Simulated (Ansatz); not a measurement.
Base system: NaYS2 (space group R-3m, No. 166; a = 3.936 Å, c = 19.756 Å (hexagonal axes); a model cell). Axes: x lies along a and z along c of the hexagonal cell.

The values are results of plane-wave PAW DFT at the PBEsol level (Ansatz, an electronic-structure program, 420 eV), without spin-orbit coupling, not measurements.

Strains are applied to the cell and any free atomic positions relax; under biaxial strain the out-of-plane vector relaxes too.

One change was made to it. Results:

The shortest interatomic distance grows by 0.009 Å (2.723 Å → 2.732 Å); the band gap goes up by 0.04 eV (2.14 eV → 2.18 eV); the energy grows by 6.3 meV/atom.

**Question.** Which change produced these results?
(A) uniaxial strain ε_yy = +2.93 %
(B) tensor shear ε_xy = +3.63 %
(C) biaxial strain +3.03 %, plane normal [001], relaxed out of plane
(D) uniaxial strain ε_yy = +0.99 %

**Answer.** A, uniaxial strain ε_yy = +2.93 %. For comparison, the energy relative to the base in the other runs: tensor shear ε_xy = +3.63 % gives +15 meV/atom; biaxial strain +3.03 %, plane normal [001], relaxed out of plane gives +15 meV/atom; uniaxial strain ε_yy = +0.99 % gives +0.7 meV/atom.

Stability against distortions was not tested.
